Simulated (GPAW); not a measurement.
## A self-consistent single point of MgTiMnO₄ (Cm, 7 atoms in the cell) with GPAW

Method: PBEsol+U, GPAW PAW datasets PBEsol (made by gpaw-setup) (plane waves; GPAW).

Input as run:

```python
from ase import Atoms
from ase.units import GPa
from gpaw import GPAW

atoms = Atoms(['Mg', 'Ti', 'Mn', 'O', 'O', 'O', 'O'],
              cell=[[5.527540, -1.750625, 0.000000],
                    [5.527540, 1.750625, 0.000000],
                    [-1.699481, 0.000000, 4.734616]],
              positions=[[6.204960, 0.000000, 1.761467],
                         [1.374568, -0.000000, 4.198515],
                         [9.452859, 0.000000, 3.964720],
                         [0.019397, -0.000000, 2.755404],
                         [1.887423, 0.000000, 0.796789],
                         [4.933710, -0.000000, 0.176649],
                         [7.353248, 0.000000, 3.481268]],
              pbc=True)

atoms.set_initial_magnetic_moments([0.0, 0.0, 4.0, 0.0, 0.0, 0.0, 0.0])

calc = GPAW(spinpol=True,
            mode={'name': 'pw', 'ecut': 950},
            xc='PBEsol',
            setups={'Mn': ':d,3.9'},
            kpts={'size': (4, 4, 3), 'gamma': True},
            occupations={'name': 'fermi-dirac', 'width': 0.05},
            nbands=-8,
            convergence={'forces': 0.001, 'bands': -6},
            symmetry={'symmorphic': False, 'tolerance': 0.0005},
            maxiter=150)

atoms.calc = calc

energy = atoms.get_potential_energy()
print('Energy (eV):', round(energy, 6))
forces = atoms.get_forces()
print('Forces (eV/Ang):')
print(forces.round(5))
stress = atoms.get_stress()
print('Stress (GPa, Voigt):', (stress / GPa).round(4))
```

Log, with long lists cut:

```
Input parameters:
  convergence: {bands: -6,
                forces: 0.001}
  kpts: {gamma: True,
         size: (4, 4, 3)}
  maxiter: 150
  mode: {ecut: 950,
         name: pw}
  nbands: -8
  occupations: {name: fermi-dirac,
                width: 0.05}
  setups: {Mn: :d,3.9}
  spinpol: True
  symmetry: {symmorphic: False,
             tolerance: 0.0005}
  xc: PBEsol

species:
  Mg:
    name: Magnesium
    Z: 12.0
    valence: 10
    core: 2
    charge: 0.0
    file: Mg.PBEsol.gz

    # Using partial waves for Mg as LCAO basis

  Ti:
    name: Titanium
    Z: 22.0
    valence: 12
    core: 10
    charge: 0.0
    file: Ti.PBEsol.gz

    # Using partial waves for Ti as LCAO basis

  Mn:
    name: Manganese
    Z: 25.0
    valence: 15
    core: 10
    charge: 0.0
    Hubbard: {U: 3.9,  # eV
              l: 2,
              scale: True}
    file: Mn.PBEsol.gz

    # Using partial waves for Mn as LCAO basis

  O:
    name: Oxygen
    Z: 8.0
    valence: 6
    core: 2
    charge: 0.0
    file: O.PBEsol.gz

    # Using partial waves for O as LCAO basis

Reference energy: -68254.613404  # eV

Spin-polarized calculation.
Initial magnetic moment: 4.000000

Convergence criteria:
 Maximum [total energy] change in last 3 cyles: 0.0005 eV / valence electron
 Maximum integral of absolute [dens]ity change: 0.0001 electrons / valence electron
 Maximum integral of absolute [eigenst]ate change: 4e-08 eV^2 / valence electron
 Maximum change in the atomic [forces] across last 2 cycles: 0.001 eV/Ang OR
Maximum error relative to the maximum force is below inf
 Maximum number of scf [iter]ations: 150

Symmetries present (total): 2
Symmetries with fractional translations: 0
48 k-points: 4 x 4 x 3 Monkhorst-Pack grid + [1/8,1/8,0.000000]
17 k-points in the irreducible part of the Brillouin zone
       k-points in crystal coordinates                weights
   0:     0.00000000    0.00000000    0.00000000          1/48
   1:     0.00000000    0.00000000    0.33333333          2/48
   2:     0.25000000   -0.25000000    0.00000000          2/48
   [... 7 lines left out ...]
          ...
  16:     0.50000000    0.50000000    0.33333333          2/48

Wave functions: Plane wave expansion
  Cutoff energy: 950.000 eV
  Number of coefficients (min, max): 6074, 6130
  Pulay-stress correction: 0.000000 eV/Ang^3 (de/decut=0.000000)

Occupation numbers: Fermi-Dirac:
  width: 0.0500  # eV

Eigensolver

Densities:
  Coarse grid: 42*42*36 grid
  Fine grid: 84*84*72 grid
  Total Charge: 0.000000

Density mixing:
  Method: difference
  Backend: pulay
  Linear mixing parameter: 0.05
  old densities: 5
  Damping of long wavelength oscillations: 50

Hamiltonian:
  XC and Coulomb potentials evaluated on a 84*84*72 grid
  External potential:
    NoExternalPotential

XC parameters: PBEsol with 2 nearest neighbor stencil

Number of atoms: 7
Number of atomic orbitals: 50
Number of bands in calculation: 40
Number of valence electrons: 61
Bands to converge: 34

Density initialized from atomic densities
  40 bands from LCAO basis set

Atomic positions and initial magnetic moments

Positions:
   0 Mg     6.204960    0.000000    1.761467    ( 0.0000,  0.0000,  0.0000)
   1 Ti     1.374568   -0.000000    4.198515    ( 0.0000,  0.0000,  0.0000)
   2 Mn     9.452859    0.000000    3.964720    ( 0.0000,  0.0000,  4.0000)
   3 O      0.019397   -0.000000    2.755404    ( 0.0000,  0.0000,  0.0000)
   4 O      1.887423    0.000000    0.796789    ( 0.0000,  0.0000,  0.0000)
   5 O      4.933710   -0.000000    0.176649    ( 0.0000,  0.0000,  0.0000)
   6 O      7.353248    0.000000    3.481268    ( 0.0000,  0.0000,  0.0000)

Unit cell:
           periodic     x           y           z      points  spacing
  1. axis:    yes    5.527540   -1.750625    0.000000    42     0.0790
  2. axis:    yes    5.527540    1.750625    0.000000    42     0.0790
  3. axis:    yes   -1.699481    0.000000    4.734616    36     0.1315

  Lengths:   5.798136   5.798136   5.030390
  Angles:  108.788508 108.788508  35.146989

Effective grid spacing dv^(1/3) = 0.1130

     iter     time        total  log10-change:         magmom
                         energy   eigst   dens  force
iter:   1 --:--:--   -64.118287   +0.48                  +4.0046
iter:   2 --:--:--   -62.367025   -0.51  -0.97           +4.7014
iter:   3 --:--:--   -57.816930   +0.00  -1.03           +4.9890
iter:   4 --:--:--   -57.760417   -1.11  -1.36           +4.9948
iter:   5 --:--:--   -57.775462   -1.00  -1.38           +4.9986
iter:   6 --:--:--   -57.698861   -0.95  -1.55           +4.9979
iter:   7 --:--:--   -57.481888   -1.63  -1.80           +4.9998
iter:   8 --:--:--   -57.538932   -2.59  -2.16           +5.0004
iter:   9 --:--:--   -57.459852   -1.75  -2.07           +5.0002
iter:  10 --:--:--   -57.458246   -2.37  -2.63           +5.0001
iter:  11 --:--:--   -57.457940c  -3.44  -2.86           +5.0000
iter:  12 --:--:--   -57.457149c  -3.33  -2.88           +5.0000
iter:  13 --:--:--   -57.456990c  -4.11  -2.94           +5.0000
iter:  14 --:--:--   -57.456992c  -5.00  -3.24           +5.0000
iter:  15 --:--:--   -57.457115c  -3.95  -3.28           +5.0000
iter:  16 --:--:--   -57.456824c  -4.33  -3.25           +5.0000
iter:  17 --:--:--   -57.456813c  -5.44  -3.84           +5.0000
iter:  18 --:--:--   -57.456803c  -6.05  -3.93           +5.0000
iter:  19 --:--:--   -57.456802c  -6.34  -3.93           +5.0000
iter:  20 --:--:--   -57.456802c  -5.79  -3.96           +5.0000
iter:  21 --:--:--   -57.456803c  -6.26  -4.13c          +5.0000
iter:  22 --:--:--   -57.456802c  -7.16  -4.27c          +5.0000
iter:  23 --:--:--   -57.456802c  -7.45c -4.44c          +5.0000
iter:  24 --:--:--   -57.456802c  -7.11  -4.55c          +5.0000
iter:  25 --:--:--   -57.456802c  -7.74c -4.95c -2.30    +5.0000
iter:  26 --:--:--   -57.456802c  -8.48c -5.03c -3.06c   +5.0000

Converged after 26 iterations.

Dipole moment: (-15.933515, 0.000000, 2.033659) |e|*Ang

Total magnetic moment: (0.000000, 0.000000, 5.000000)
Local magnetic moments:
   0 Mg ( 0.000000,  0.000000,  0.002674)
   1 Ti ( 0.000000,  0.000000,  0.024961)
   2 Mn ( 0.000000,  0.000000,  4.469153)
   3 O  ( 0.000000,  0.000000,  0.016953)
   4 O  ( 0.000000,  0.000000,  0.023441)
   5 O  ( 0.000000,  0.000000,  0.044222)
   6 O  ( 0.000000,  0.000000,  0.019571)

Energy contributions relative to reference atoms: (reference = -68254.613404)

Kinetic:        +62.382969
Potential:      -63.521184
External:        +0.000000
XC:             -57.360900
Entropy (-ST):   -0.000000
Local:           +1.042313
SIC:             +0.000000
--------------------------
Free energy:    -57.456802
Extrapolated:   -57.456802

Spin contamination: 0.012019 electrons
Showing only first 2 kpts
                      Up                     Down
 Kpt  Band  Eigenvalues  Occupancy  Eigenvalues  Occupancy
  0    28      1.97258    1.00000      6.18854    0.00000
  0    29      2.44176    1.00000      6.47428    0.00000
  0    30      2.98299    1.00000      7.12734    0.00000
  0    31      3.60794    1.00000      8.37503    0.00000

  1    28      2.02890    1.00000      6.24138    0.00000
  1    29      2.48917    1.00000      6.85527    0.00000
  1    30      3.10242    1.00000      7.60373    0.00000
  1    31      3.61237    1.00000      8.40695    0.00000

Fermi level: 4.96795

Gap: 2.278 eV
Transition (v -> c):
  (s=0, k=0, n=32, [0.00, 0.00, 0.00]) -> (s=1, k=16, n=28, [0.50, 0.50, 0.33])
Direct/indirect transitions are different
Direct gap: 2.337 eV
Transition at: (s=0->1, k=0, n=32, [0.00, 0.00, 0.00])
Energy (eV): -57.456802

Forces in eV/Ang:
  0 Mg    0.00075    0.00000   -0.00192
  1 Ti   -0.06829    0.00000   -0.00442
  2 Mn    0.03000    0.00000    0.07141
  3 O     0.20200    0.00000    0.13847
  4 O     0.08057    0.00000   -0.26891
  5 O    -0.15543    0.00000   -0.10069
  6 O    -0.09033    0.00000    0.16846

Stress tensor:
     0.023000     0.000000    -0.000532
     0.000000     0.021056     0.000000
    -0.000532     0.000000     0.011112
Stress (GPa, Voigt): [ 3.685   3.3735  1.7803  0.     -0.0852  0.    ]
```

The run converged in 26 iterations. GPAW prints stress with tension positive.

At such cutoffs GPAW's stress carries a finite-basis (Pulay) error, which enters relaxed cells too; its log prints stress with tension positive.

The starting cell comes from a database of computed structures (which also holds hypothetical and non-ambient phases and stackings), without a prior relaxation at this level. With one magnetic atom in the cell only a parallel order is possible. With U or open f shells several self-consistent states can exist.

Cost on one core of a shared machine: roughly 5 min.
